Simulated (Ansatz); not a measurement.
The parent structure is ZnS (space group P4_2/mnm, No. 136; a = 6.518 Å, c = 3.808 Å; a hypothetical phase, not in the database extracts checked). Axes: x, y, z lie along a, b, c of the conventional cell.

Modification: tensor shear ε_xz = +0.68 % (engineering shear γ = 0.0136), atoms relaxed at fixed cell.

Levels (all Ansatz, a first-principles code, PAW): PBEsol (420 eV, scalar-relativistic without spin-orbit coupling); r2SCAN (500 eV, no SOC).

The geometry is relaxed with PBEsol.

- PBEsol width of the top valence band: 1.55 eV
- PBEsol gap character: direct at Γ
- PBEsol band gap: 2.22 eV

With r2SCAN at the same geometry, the width of the top valence band increases by 0.02 eV, from 1.55 eV to 1.57 eV; the gap character remains direct at Γ; the band gap goes up by 0.69 eV, from 2.22 eV to 2.91 eV.

Single points use the geometry relaxed with PBEsol. The cells carry an imposed strain or load. No phonon test of stability was made. Labels are those of the standard path for the cell's own space group.
